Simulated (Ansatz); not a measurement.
Reference: ScSi (Cmcm), PBEsol, DFPT electron-phonon coupling, linearised Boltzmann equation (plane waves, PAW, scalar-relativistic; Ansatz, a first-principles code); geometry: relaxed with this functional, without spin-orbit coupling.

```cif
data_Sc2Si2
_chemical_formula_sum 'Sc2 Si2'
_space_group_name_H-M_alt 'P 1'
_space_group_IT_number 1
_cell_length_a 5.29533
_cell_length_b 5.29533
_cell_length_c 3.63570
_cell_angle_alpha 90.000
_cell_angle_beta 90.000
_cell_angle_gamma 136.232
loop_
_space_group_symop_operation_xyz
  'x, y, z'
loop_
_atom_site_label
_atom_site_type_symbol
_atom_site_fract_x
_atom_site_fract_y
_atom_site_fract_z
_atom_site_occupancy
Sc1 Sc 0.13917 0.86083 0.25000 1
Sc2 Sc 0.86083 0.13917 0.75000 1
Si1 Si 0.41863 0.58137 0.25000 1
Si2 Si 0.58137 0.41863 0.75000 1
```

- resistivity at 300 K = 27 μΩ·cm

Q: Replace Sc by Y on the same sites and relax. What happens?

A: YSi (Cmcm): volume per atom 17.6 to 21.1 Å³; resistivity at 300 K rises (27 μΩ·cm to 38 μΩ·cm).

Q: Swap Si for Ge, keeping the structure type. How do these values move?

A: ScGe (Cmcm): volume per atom 17.6 to 18.6 Å³; resistivity at 300 K rises (27 μΩ·cm to 32 μΩ·cm).

Q: Swap Si for Al, keeping the structure type. How do these values move?

A: ScAl (Cmcm): volume per atom 17.6 to 19.7 Å³; resistivity at 300 K rises (27 μΩ·cm to 47 μΩ·cm).

Moves up to 12 % count as about the same. Metals; harmonic phonons alone scatter; means over directions. Halving the electron mesh moves these values by up to 8 %; q meshes are mostly untested. Some of the runs warned that the eigensolver left states short of its tolerance. Spin-orbit coupling is left out.

Computed structure with no diffraction record at hand here (it may be known, metastable or hypothetical): ScAl (Cmcm), ScSi (Cmcm).
